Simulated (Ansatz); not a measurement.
Take a 28-atom supercell of C in the graphite type structure (space group P6_3/mmc, No. 194; a = 2.458 Å, c = 6.563 Å; layered, stacked along the Cartesian z axis) at its relaxed geometry as the base.

Calculations: PBEsol-D3(BJ) (Ansatz, an electronic-structure program, PAW, no SOC).

Base values:

```
Property   Result
--------  -------
Pressure  0.0 GPa
```

Now apply this change: one C atom is added in an open site, starting 1.75 Å from the nearest host atom, atoms relaxed at fixed cell, starting from a slightly rattled geometry.

Problem. Estimate the effect on the final site of the added atom.

Solution. The final site of the added atom comes out as 4 C at 1.50 Å.

Problem. What does the calculation give for the pressure after the change?

Solution. The pressure goes from zero to 3.9 GPa.

Problem. Estimate the effect on the formation energy.

Solution. The formation energy E(defect cell) − (N_defect/N_perfect) E(perfect cell), N the atom counts is 5.4 eV.

In so small a cell the defect repeats every few ångströms: this is an ordered compound, not a dilute defect. Gaps under 0.05 eV, about the width of the smearing, are given as zero. The defect cell is not spin-polarised.
